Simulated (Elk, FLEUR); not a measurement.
An Elk input for a self-consistent single point of CuPt7 (Fm-3m, 8 atoms in the cell) (DFT, PBEsol, all-electron FP-LAPW, Elk's shipped species files, APW+lo basis with extra local orbitals):

```
tasks
  0

xctype
  22

tforce
  .true.

rgkmax
  8.0

gmaxvr
  18.0

lmaxapw
  10

lmaxo
  8

nxlo
  2

lorbcnd
  .true.

lradstp
  2

nrmtscf
  2.0

rmtscf
  0.9

lmaxi
  4

stype
  0

swidth
  0.00367493

maxscl
  100

scale
  10.68613974

avec
    0.0000000000    0.7071067812    0.7071067812
    0.7071067812    0.0000000000    0.7071067812
    0.7071067812    0.7071067812    0.0000000000

atoms
  2
  'Cu.in'
  1
  0.5000000000  0.5000000000  0.5000000000    0.0 0.0 0.0
  'Pt.in'
  7
  0.0000000000  0.0000000000  0.0000000000    0.0 0.0 0.0
  0.0000000000  0.5000000000  0.0000000000    0.0 0.0 0.0
  0.5000000000  0.0000000000  0.0000000000    0.0 0.0 0.0
  0.5000000000  0.0000000000  0.5000000000    0.0 0.0 0.0
  0.0000000000  0.5000000000  0.5000000000    0.0 0.0 0.0
  0.0000000000  0.0000000000  0.5000000000    0.0 0.0 0.0
  0.5000000000  0.5000000000  0.0000000000    0.0 0.0 0.0

ngridk
  7 7 7
```

Task: Translate this input to FLEUR.

Result: This is the input that was run; spellings and numerical settings could be chosen otherwise.

Input of the input generator:

```
scf CuPt7
&input film=f /
0.0000000000 0.7071067812 0.7071067812
0.7071067812 0.0000000000 0.7071067812
0.7071067812 0.7071067812 0.0000000000
10.6861397393
1.0 1.0 1.0

8
29 0.5000000000 0.5000000000 0.5000000000
78 0.0000000000 0.0000000000 0.0000000000
78 0.0000000000 0.5000000000 0.0000000000
78 0.5000000000 0.0000000000 0.0000000000
78 0.5000000000 0.0000000000 0.5000000000
78 0.0000000000 0.5000000000 0.5000000000
78 0.0000000000 0.0000000000 0.5000000000
78 0.5000000000 0.5000000000 0.0000000000

&comp jspins=1 /
&exco xctyp='PBEs' /
&kpt div1=7 div2=7 div3=7 /
&end /
```

```xml
<?xml version="1.0" encoding="UTF-8" standalone="no"?>
<fleurInput fleurInputVersion="0.39">
   <comment>
      scf CuPt7                                                                                           
   </comment>
   <calculationSetup>
      <cutoffs Kmax="4.0" Gmax="12.0" GmaxXC="12.0" numbands="0"/>
      <scfLoop itmax="60" minDistance="0.00001" maxIterBroyd="15" imix="Anderson" alpha="0.05" precondParam="0.0" spinf="2.0"/>
      <coreElectrons ctail="T" frcor="F" kcrel="0" coretail_lmax="0"/>
      <xcFunctional name="PBEs" relativisticCorrections="F"/>
      <magnetism jspins="1"/>
      <soc l_soc="F" theta="0.0" phi="0.0" spav="F"/>
      <expertModes spex="0" secvar="F"/>
      <geometryOptimization l_f="T" forcealpha="1.0" forcemix="BFGS" epsdisp="0.00001" epsforce="0.00001"/>
      <ldaU l_linMix="F" mixParam="0.05" spinf="1.0"/>
   </calculationSetup>
   <cell>
      <bzIntegration valenceElectrons="123.0" mode="gauss" fermiSmearingEnergy="0.00367493">
         <kPointListSelection listName="default-1"/>
         <!-- k-points included here -->
         <xi:include xmlns:xi="http://www.w3.org/2001/XInclude" href="kpts.xml"> </xi:include>
      </bzIntegration>
      <!-- symmetry operations included here -->
      <xi:include xmlns:xi="http://www.w3.org/2001/XInclude" href="sym.xml"> </xi:include>
      <bulkLattice scale="1.0">
         <bravaisMatrix>
            <row-1>    0.0000000000000000     7.5562418745098299     7.5562418745098299</row-1>
            <row-2>    7.5562418745098299     0.0000000000000000     7.5562418745098299</row-2>
            <row-3>    7.5562418745098299     7.5562418745098299     0.0000000000000000</row-3>
         </bravaisMatrix>
      </bulkLattice>
   </cell>
   <atomSpecies>
      <species name="Copper (Cu)" element="Cu" atomicNumber="29">
         <mtSphere radius="2.44" gridPoints="859" logIncrement="0.014"/>
         <atomicCutoffs lmax="10" lnonsphr="8"/>
         <electronConfig flipSpins="F">
            <coreConfig>(1s1/2) (2s1/2) (2p1/2) (2p3/2) (3s1/2) (3p1/2) (3p3/2)</coreConfig>
            <valenceConfig>(4s1/2) (3d3/2) (3d5/2)</valenceConfig>
            <stateOccupation state="(4s1/2)" spinUp="0.5" spinDown="0.5"/>
         </electronConfig>
         <energyParameters s="4" p="4" d="3" f="4"/>
         <lo type="HELO" l="2" n="4" eDeriv="0"/>
      </species>
      <species name="Platinum (Pt)" element="Pt" atomicNumber="78">
         <mtSphere radius="2.44" gridPoints="859" logIncrement="0.016"/>
         <atomicCutoffs lmax="10" lnonsphr="8"/>
         <electronConfig flipSpins="F">
            <coreConfig>(1s1/2) (2s1/2) (2p1/2) (2p3/2) (3s1/2) (3p1/2) (3p3/2) (4s1/2) (3d3/2) (3d5/2) (4p1/2) (4p3/2) (5s1/2) (4d3/2) (4d5/2) (4f5/2) (4f7/2)</coreConfig>
            <valenceConfig>(5p1/2) (5p3/2) (6s1/2) (5d3/2) (5d5/2)</valenceConfig>
            <stateOccupation state="(6s1/2)" spinUp="0.5" spinDown="0.5"/>
            <stateOccupation state="(5d3/2)" spinUp="1.8" spinDown="1.8"/>
            <stateOccupation state="(5d5/2)" spinUp="2.7" spinDown="2.7"/>
         </electronConfig>
         <energyParameters s="6" p="6" d="5" f="5"/>
         <lo type="SCLO" l="1" n="5" eDeriv="0"/>
      </species>
   </atomSpecies>
   <atomGroups>
      <atomGroup species="Copper (Cu)">
         <relPos label="                   1">1.000/2.000 1.000/2.000 1.000/2.000</relPos>
         <force calculate="T" relaxXYZ="TTT"/>
      </atomGroup>
      <atomGroup species="Platinum (Pt)">
         <relPos label="                   2">.0000000000 .0000000000 .0000000000</relPos>
         <force calculate="T" relaxXYZ="TTT"/>
      </atomGroup>
      <atomGroup species="Platinum (Pt)">
         <relPos label="                   3">.0000000000 1.000/2.000 .0000000000</relPos>
         <relPos label="                   4">1.000/2.000 .0000000000 .0000000000</relPos>
         <relPos label="                   5">1.000/2.000 .0000000000 1.000/2.000</relPos>
         <relPos label="                   6">.0000000000 1.000/2.000 1.000/2.000</relPos>
         <relPos label="                   7">.0000000000 .0000000000 1.000/2.000</relPos>
         <relPos label="                   8">1.000/2.000 1.000/2.000 .0000000000</relPos>
         <force calculate="T" relaxXYZ="TTT"/>
      </atomGroup>
   </atomGroups>
   <output dos="F" band="F" slice="F">
      <checks vchk="F" cdinf="F"/>
      <bandDOS minEnergy="-.5*Htr" maxEnergy="0.5*Htr" sigma="0.015" storeEVData="T"/>
      <vacuumDOS vacdos="F" integ="F" star="F" nstars="0" locx1="0.0" locy1="0.0" locx2="0.0" locy2="0.0" nstm="0" tworkf="0.0"/>
      <unfoldingBand unfoldBand="F" supercellX="1" supercellY="1" supercellZ="1"/>
      <plotting iplot="0" polar="F">
         <plot TwoD="T" vec1="  1.0  0.0  0.0" vec2="  0.0  1.0  0.0" vec3="  0.0  0.0  1.0" zero="  0.0  0.0  0.0" file="plot"/>
      </plotting>
      <chargeDensitySlicing numkpt="0" minEigenval="0.0" maxEigenval="0.0" nnne="0" pallst="F"/>
      <specialOutput eonly="F"/>
      <magneticCircularDichroism mcd="F" energyLo="-10.0" energyUp="0.0"/>
   </output>
  <!-- We include the file relax.xml here to enable relaxations (see documentation) -->
  <xi:include xmlns:xi="http://www.w3.org/2001/XInclude" href="relax.xml"> <xi:fallback/> </xi:include>
</fleurInput>
```

Basis settings and potentials, where a program has them, do not carry over. This input uses DFT, PBEsol, all-electron FLAPW (FLEUR), scalar-relativistic valence.

The starting cell comes from a database of computed structures (which also holds hypothetical and non-ambient phases and stackings), without a prior relaxation at this level. Its lattice was rescaled by a random factor within 2.5 % of one.
